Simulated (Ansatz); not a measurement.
CdSe, pressure series

Consider CdSe in the zinc blende structure (space group F-43m, No. 216).

```xyz
2
Lattice="0.0000 3.0666 3.0666 3.0666 0.0000 3.0666 3.0666 3.0666 0.0000" Properties=species:S:1:pos:R:3 pbc="T T T"
Cd     0.0000     0.0000     0.0000
Se     1.5333     1.5333     1.5333
```

Cell and atoms are relaxed at each pressure.

Method: Ansatz (a first-principles code), r2SCAN, PAW, cutoff 500 eV, spin-orbit coupling left out.

```
pressure (GPa)  volume per atom (Å³/atom)
--------------  -------------------------
-2                                 30.106
-1                                 29.438
0                                  28.838
0.9                                28.370
2.1                                27.787
4.5                                26.796
9                                       ?
22.5                               22.513
30                                 21.453
```

**Question.** Fit the third-order Birch–Murnaghan form P(V) = (3B₀/2)[(V₀/V)^(7/3) − (V₀/V)^(5/3)]·[1 + (3/4)(B₀′ − 4)((V₀/V)^(2/3) − 1)] (squares taken in P) to the rows shown and predict the withheld row.

**Answer.** Least squares on the printed values gives V₀ = 28.846 Å³/atom, B₀ = 51.7 GPa, B₀′ = 4.5; this predicts 25.335 Å³/atom, and the run gives 25.332 Å³/atom, 0.003 lower.

Load acts through the strain it causes; cell and atoms are relaxed under it. Whether these cells are dynamically stable was not tested. Tetrahedral semiconductors of this kind turn to denser phases somewhere between about 1 and 50 GPa; those were not computed, so compressed cells here can lie past the real transition.
